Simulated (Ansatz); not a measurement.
Pressure series in CdSe

The parent structure is CdSe in the zinc blende structure (space group F-43m, No. 216).

```yaml
crystal:
  lattice:
    - [0.00000, 3.06664, 3.06664]
    - [3.06664, 0.00000, 3.06664]
    - [3.06664, 3.06664, 0.00000]
  atoms:
    - { symbol: Se, position: [0.75000, 0.75000, 0.75000] }
    - { symbol: Cd, position: [0.00000, 0.00000, 0.00000] }
```

Cell and atoms are relaxed at each pressure.

Level of theory: r2SCAN (Ansatz, an electronic-structure program; PAW; 500 eV plane waves; no spin-orbit coupling).

| change | width of the top valence band | band gap | shortest interatomic distance | density |
|---|---|---|---|---|
| base | 2.12 eV | 1.04 eV | 2.656 Å | 5.51 g/cm³ |
| pressure −2 GPa | 1.95 eV | 0.94 eV | 2.694 Å | 5.28 g/cm³ |
| pressure −1 GPa | 2.04 eV | 0.99 eV | 2.674 Å | 5.40 g/cm³ |
| pressure 0.9 GPa | 2.19 eV | 1.08 eV | 2.641 Å | 5.60 g/cm³ |
| pressure 2.1 GPa | ___ | ___ | ___ | ___ |
| pressure 4.5 GPa | 2.45 eV | 1.20 eV | 2.592 Å | 5.93 g/cm³ |
| pressure 9 GPa | 2.69 eV | 1.32 eV | 2.543 Å | 6.27 g/cm³ |
| pressure 15 GPa | 2.95 eV | 1.44 eV | 2.494 Å | 6.65 g/cm³ |
| pressure 22.5 GPa | 3.23 eV | 1.55 eV | 2.445 Å | 7.06 g/cm³ |
| pressure 30 GPa | 3.48 eV | 1.64 eV | 2.406 Å | 7.41 g/cm³ |

Question: Fill in the withheld entries from the trend.

Answer: 
- pressure 2.1 GPa, width of the top valence band: 2.28 eV
- pressure 2.1 GPa, band gap: 1.12 eV
- pressure 2.1 GPa, shortest interatomic distance: 2.623 Å
- pressure 2.1 GPa, density: 5.72 g/cm³

Load acts through the strain it causes; cell and atoms are relaxed under it. Stability against distortions was not tested. Tetrahedral semiconductors of this kind turn to denser phases somewhere between about 1 and 50 GPa; those were not computed, so compressed cells here can lie past the real transition.
